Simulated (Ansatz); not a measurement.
Cs₂PdI₆ (Fm-3m, No. 225, 9 atoms in the cell) was calculated with r²SCAN (Ansatz, an electronic-structure program, plane waves, PAW).

Settings: plane-wave cutoff 560 eV, 10×10×10 k mesh, Fermi–Dirac smearing 0.05 eV, scalar-relativistic PAW data made under PBE.

Cell (relaxed with PBEsol):

Cs₂PdI₆ has the cubic space group Fm-3m (No. 225), Pearson symbol cF36. Cell: a = 11.1825 Å, b = 11.1825 Å, c = 11.1825 Å, α = 90.00°, β = 90.00°, γ = 90.00°. Cs on 8c is coordinated by 12 I at 3.955 Å (cuboctahedral). Pd on 4a sees 6 I at 2.687 Å (octahedral). I on 24e is coordinated by 1 Pd at 2.687 Å and 4 Cs at 3.955 Å (square pyramidal). (Neighbours: up to the widest gap in distance over summed covalent radii, below 1.35, at either atom; cation-cation and far metal-metal contacts left out.)
(The calculation used a cell of 9 atoms; values per cell refer to that cell.)

**Question.** Estimate the band gap, smallest direct gap on the k points sampled and Γ–Γ gap that the calculation returns.

**Answer.** 
* **band gap**: 0.02 eV (under three smearing widths, so not firm)
* **smallest direct gap on the k points sampled**: 0.06 eV (under three smearing widths, so not firm)
* **Γ–Γ gap**: 1.36 eV

Note: the run has no spin polarisation, so it can have missed a magnetic state; cell and atoms aren't relaxed at this level (largest force component 0.15 eV/Å, pressure 1.6 GPa).

Spin–orbit coupling is not included; it can close the smallest gap of 0.02 eV.

The computed numbers hold no vibrational or temperature effects.

Cost on a shared machine: roughly 3 core-minutes.
